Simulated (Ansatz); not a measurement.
## RbGeF3 in the cubic perovskite structure (space group Pm-3m, No. 221; a hypothetical phase, not in the database extracts checked)

Space group Pm-3m (No. 221); a = b = c = 4.4908 Å, α = β = γ = 90.00°

```csv
atom,site,symmetry,x,y,z
Rb,1a,m-3m,0.0000,0.0000,0.0000
Ge,1b,m-3m,0.5000,0.5000,0.5000
F,3c,4/mm.m,0.0000,0.5000,0.5000
```

Level of theory: plane-wave PAW DFT at the PBE level (Ansatz, a quantum-chemistry and plane-wave program, 420 eV), scalar-relativistic without spin-orbit coupling. Settings: 7×7×7 k-points, 0.05 eV Fermi–Dirac smearing.

The volume per atom is 18.11 Å³ and the density is 3.94 g/cm³. The band gap comes out as 2.02 eV, direct at R and the electron mass (degenerate bands, along [100]) comes out as 0.18, 1.2, 1.2 mₑ. The hole mass comes out as 0.26 mₑ, the lowest conduction-band minima above the VBM comes out as R along ⟨111⟩ 2.02 eV; X along ⟨100⟩ 2.64 eV and the total energy is -1998.154 eV/atom (σ→0; compares only within this code and set-up).

Masses are band curvatures over ±0.01 Å⁻¹ around the edge. No phonon test of stability was made. Many cubic perovskites are stable only at high temperature; tilts and polar distortions were not tested.
